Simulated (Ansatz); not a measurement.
The starting structures come from a database of crystals and need not be the phases stable at ambient conditions.

By PBEsol, the system below comes out a metal.

Without scattering a metal conducts by its projected Fermi surface.

```
CELL_PARAMETERS angstrom
      4.70413     0.00000     0.00000
      0.00000     9.76651     0.00000
      0.00000     4.88326     2.81935
ATOMIC_POSITIONS crystal
  Cu 0.75000 0.33333 0.00000
  Cu 0.25000 0.66667 0.00000
  Au 0.25000 0.66128 0.50808
  Au 0.75000 0.33872 0.49192
  Au 0.75000 0.83064 0.50808
  Au 0.25000 0.16936 0.49192
  Au 0.25000 0.16936 0.00000
  Au 0.75000 0.83064 0.00000
```

Space group of this cell: P6_3/mmc. The cell is taken as given; by PBEsol its mean pressure is -4.8 GPa.

The current flows along the normal of the first two printed cell vectors, the (110) plane of the conventional cell. No spin-orbit coupling; the value is a mean over 0.1 eV about the Fermi level.

Q: Give the ballistic conductance per area that Ansatz (an electronic-structure program) with PBEsol yields.

A: 0.55 × 10¹⁵ S/m² for both spins.
